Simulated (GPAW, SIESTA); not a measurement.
A GPAW input for a self-consistent single point of CoSi₂ (Fm-3m, 3 atoms in the cell) (DFT PBEsol, plane waves, GPAW PAW datasets PBEsol (made by gpaw-setup)):

```python
from ase import Atoms
from ase.units import GPa
from gpaw import GPAW, PW

atoms = Atoms(['Co', 'Si', 'Si'],
              cell=[[0.000000, 2.680000, 2.680000],
                    [2.680000, 0.000000, 2.680000],
                    [2.680000, 2.680000, 0.000000]],
              scaled_positions=[[0.000000, 0.000000, 0.000000],
                                [0.250000, 0.250000, 0.250000],
                                [0.750000, 0.750000, 0.750000]],
              pbc=True)

calc = GPAW(mode=PW(800),
            xc='PBEsol',
            kpts={'size': (14, 14, 14), 'gamma': True},
            occupations={'name': 'methfessel-paxton', 'width': 0.272, 'order': 0},
            nbands=-11,
            convergence={'forces': 0.001},
            symmetry={'symmorphic': False, 'tolerance': 0.0005},
            maxiter=150)

atoms.calc = calc

energy = atoms.get_potential_energy()
print('Energy (eV):', round(energy, 6))
forces = atoms.get_forces()
print('Forces (eV/Ang):')
print(forces.round(5))
stress = atoms.get_stress()
print('Stress (GPa, Voigt):', (stress / GPa).round(4))
```

Problem. Give the SIESTA input for the same structure, mesh, smearing and functional.

Solution. This is the input that was run; spellings and numerical settings could be chosen otherwise.

```
# files in the folder: Co.psml Si.psml (PseudoDojo PBEsol standard)
SystemName  CoSi2
SystemLabel cosi2

NumberOfAtoms                3
NumberOfSpecies              2
%block ChemicalSpeciesLabel
  1 27 Co
  2 14 Si
%endblock ChemicalSpeciesLabel
LatticeConstant              3.790092 Ang
%block LatticeVectors
     0.000000000    0.707106846    0.707106846
     0.707106846    0.000000000    0.707106846
     0.707106846    0.707106846    0.000000000
%endblock LatticeVectors
AtomicCoordinatesFormat      Fractional
%block AtomicCoordinatesAndAtomicSpecies
     0.000000000    0.000000000    0.000000000  1
     0.250000000    0.250000000    0.250000000  2
     0.750000000    0.750000000    0.750000000  2
%endblock AtomicCoordinatesAndAtomicSpecies

XC.functional                GGA
XC.authors                   PBEsol
PAO.BasisSize                DZP
PAO.EnergyShift              0.01 Ry
MeshCutoff                   400 Ry
%block kgrid.MonkhorstPack
   14   0   0  0.0
    0  14   0  0.0
    0   0  14  0.0
%endblock kgrid.MonkhorstPack
OccupationFunction           MP
OccupationMPOrder            0
ElectronicTemperature        272.0 meV

MaxSCFIterations             150
SCF.Mixer.Method             Pulay
SCF.Mixer.Weight             0.25
SCF.Mixer.History            8
SCF.DM.Tolerance             1.0E-05
Diag.ParallelOverK           true
WriteForces                  true
Charge.Mulliken              end
```

Basis settings and potentials, where a program has them, do not carry over. This input uses DFT, GGA PBEsol, numerical atomic orbitals DZP, PseudoDojo PBEsol standard norm-conserving potentials (rewritten from UPF to PSML). Both were run: pressure -3.51 GPa in GPAW and -6.28 in SIESTA.

On GPAW: the starting cell has typed, rounded lattice constants, without a prior relaxation at this level. Spin polarisation is off. With a pressure of about -4 GPa the cell is away from its equilibrium volume at this level.

On SIESTA: the starting cell has typed, rounded lattice constants, without a prior relaxation at this level. Spin polarisation is off. Values carry the incompleteness of an atom-centred basis. With a pressure of about -6 GPa the cell is away from its equilibrium volume at this level.
